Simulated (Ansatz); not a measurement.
# SrTiO3: pressure 5 GPa

Consider SrTiO3 in the cubic perovskite structure (space group Pm-3m, No. 221; a = 3.9365 Å).

One thing is altered: cell and atoms relaxed at a pressure of 5 GPa.

Calculations: PBE, PAW, 420 eV (Ansatz, a quantum-chemistry and plane-wave program; no SOC), earlier PAW set. Γ-centred 8×8×8 mesh, Fermi–Dirac width 0.05 eV.

```json
[
 {"quantity": "volume per atom", "base": "12.20 Å³", "changed": "11.87 Å³", "shift": "-0.33 Å³"},
 {"quantity": "density", "base": "4.99 g/cm³", "changed": "5.13 g/cm³", "shift": "+0.14 g/cm³"},
 {"quantity": "lattice parameter a", "base": "3.936 Å", "changed": "3.901 Å", "shift": "-0.0360 Å"},
 {"quantity": "shortest interatomic distance", "base": "1.968 Å", "changed": "1.950 Å", "shift": "-0.018 Å"},
 {"quantity": "enthalpy H = E + PV relative to the base's energy", "base": "–", "changed": "+0.38 eV/atom", "shift": "–"},
 {"quantity": "band gap", "base": "1.85 eV", "changed": "1.90 eV", "shift": "+0.05 eV"},
 {"quantity": "gap character", "base": "indirect, R → Γ", "changed": "indirect, R → Γ", "shift": "–"},
 {"quantity": "smallest direct gap", "base": "2.20 eV", "changed": "2.23 eV", "shift": "+0.037 eV"},
 {"quantity": "mean gap deformation potential ΔEg/Δln V", "base": "–", "changed": "-1.9 eV", "shift": "–"},
 {"quantity": "width of the top valence band", "base": "1.00 eV", "changed": "1.03 eV", "shift": "+0.022 eV"}
]
```

Load acts through the strain it causes; cell and atoms are relaxed under it. Whether these cells are dynamically stable was not tested. No other phases were tried under pressure. The final runs are not spin-polarised. Many cubic perovskites are stable only at high temperature; tilts and polar distortions were not tested.
